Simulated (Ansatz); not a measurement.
Take an 8-atom supercell of ZnS in the zinc blende structure (space group F-43m, No. 216; a = 5.4435 Å) at its relaxed geometry as the base.

Calculations: PBE/PAW in Ansatz (a first-principles code), no spin-orbit coupling, earlier PAW set.

For the base:

| Quantity | Value |
|---|---|
| Mean distance from the defect site to its nearest host atoms | 2.36 Å |
| Pressure | 0.0 GPa |

Now apply this change: a neutral Zn vacancy, atoms relaxed at fixed cell, starting from a slightly rattled geometry.

Problem. What happens to the mean distance from the defect site to its nearest host atoms, largest displacement of a host atom from its site in the perfect cell and pressure?

Solution. The mean distance from the defect site to its nearest host atoms rises by 0.05 Å (2.36 Å → 2.41 Å); the largest displacement of a host atom from its site in the perfect cell is 0.06 Å; the pressure goes from zero to -1.2 GPa.

Other magnetic orders, which the real material may have, were not ruled out. The cell is small, so the values are those of an ordered compound at a high defect concentration; dilute-limit values will differ. A case with no gap was solved on a k-mesh chosen for an insulator, which is coarse for it. The defect cell is spin-polarised and ends with 1.9 μB.
